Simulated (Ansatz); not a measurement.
The reference is Eu in the bcc (W type) structure (space group Im-3m, No. 229; a = 4.2360 Å; ferromagnetic).

Computed with Kohn–Sham DFT with the PBEsol functional, run in Ansatz (a program for electronic structure) with PAW and 420 eV plane waves, no spin-orbit coupling.

Before the change:

- Volume per atom: 38.01 Å³

One thing is altered: hydrostatic tension (pressure −1 GPa).

Q: Predict the new volume per atom.

A: The volume per atom grows by 2.79 Å³, from 38.01 Å³ to 40.80 Å³.

The magnetic state is the one reached from the starting moments; the real material's order can differ, and small cells can't hold many antiferromagnetic ones. The state of the 4f shell was not checked for lower solutions. Load acts through the strain it causes; cell and atoms are relaxed under it. Whether these cells are dynamically stable was not tested.
